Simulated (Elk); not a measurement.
Elk run on Ti3Os (Fm-3m, 4 atoms in the cell): self-consistent single point.

Method: PBEsol, all-electron FP-LAPW, Elk's shipped species files, APW+lo basis with extra local orbitals run with Elk.

The change in words: lattice scaled by 0.98. Reference geometry:
```
Ti3Os
1.0
    0.00000     3.15897     3.15897
    3.15897     0.00000     3.15897
    3.15897     3.15897     0.00000
Ti Os
3 1
Direct
  0.25000   0.25000   0.25000
  0.75000   0.75000   0.75000
  0.50000   0.50000   0.50000
  0.00000   0.00000   0.00000
```
Moments meant for the start (each program seeds them in its own way; μB, in the order of the atoms Ti Ti Ti Os): 1.0 1.0 1.0 1.0.

Reference input (self-consistent single point, DFT, PBEsol, all-electron FP-LAPW, Elk's shipped species files, APW+lo basis with extra local orbitals): xctype = 22; spinpol = true; rgkmax = 8; stype = 0; swidth = 0.00999582 Ha; ngridk = 8 8 8; reducebf = 0.8; gmaxvr = 14 1/bohr; nxlo = 2; lorbcnd = true; rmtscf = 0.93; lmaxi = 2. This run's input differs from it in these lines:

```diff
@@ -40,3 +40,3 @@
 scale
-  8.442272504
+  8.273428123
```

The program printed (abridged):

```
│ Self-consistent loop started │
│ Loop number : 1 │
 total energy                :     -19825.1491160
 total moment                :    3.200351167
│ Loop number : 2 │
 total energy                :     -19825.9096498
 total moment                :    3.194945821
RMS change in Kohn-Sham potential (target) :    3.378828426     (  0.1000000000E-05)
Absolute change in total energy (target)   :   0.7605338106     (  0.1000000000E-03)
│ Loop number : 3 │
 total energy                :     -19803.5309066
 total moment                :    2.155063438
RMS change in Kohn-Sham potential (target) :    2.157209873     (  0.1000000000E-05)
   [... lines left out ...]
│ Loop number : 41 │
 total energy                :     -19835.8441974
 total moment                :   0.9846497328E-03
RMS change in Kohn-Sham potential (target) :   0.8944575177E-06 (  0.1000000000E-05)
Absolute change in total energy (target)   :   0.1723187779E-03 (  0.1000000000E-03)
│ Loop number : 42 │
 total energy                :     -19835.8442813
 total moment                :  -0.7821775143E-04
RMS change in Kohn-Sham potential (target) :   0.2322376512E-06 (  0.1000000000E-05)
Absolute change in total energy (target)   :   0.4080295184E-04 (  0.1000000000E-03)
Convergence targets achieved

│ Loop number : 43 │

Energies :
 Fermi                       :     0.405474121066
 xc effective B-field        :    -0.957293576244E-10
 external B-field            :      0.00000000000
 total energy                :     -19835.8442941
 (external B-field energy excluded from total)

Density of states at Fermi energy :    174.3181524
 (states/Hartree/unit cell)

Estimated indirect band gap :   0.1091614101E-02
 from k-point     10 to k-point     14
Estimated direct band gap   :   0.4935270919E-02
 at k-point     14

Charges :
 core                        :    76.00000000
 valence                     :    66.00000000
 interstitial                :    6.730934084
 muffin-tins (core leakage)
  species :    1 (Ti)
   atom    1                 :    20.15014025     (  0.3990990649E-08)
   [... lines left out ...]

Moments :
 interstitial                :  -0.3566372657E-04
 muffin-tins
  species :    1 (Ti)
   atom    1                 :  -0.2067508754E-04
   atom    2                 :  -0.2067508754E-04
   atom    3                 :  -0.4287336820E-04
  species :    2 (Os)
   atom    1                 :   0.3248721015E-04
 total in muffin-tins        :  -0.5173633314E-04
 total moment                :  -0.8740005971E-04

│ Self-consistent loop stopped │
```

The run converged in 43 iterations. The count includes the last loop, which Elk runs after its targets are met. Against the reference run the total energy falls by 17.8 meV/atom.

The starting cell comes from a database of computed structures (which also holds hypothetical and non-ambient phases and stackings), without a prior relaxation at this level. For this run, on top of that: lattice scaled by 0.98. Spin-orbit coupling is off. The starting moments vanished: the run ended non-magnetic. Values depend on the basis (sphere radii, cutoffs, local orbitals), which need not be converged. The log's line on a gap gives a spacing of levels on this mesh, which the program prints for metals too.

Cost on one core of a shared machine: roughly 6 min.
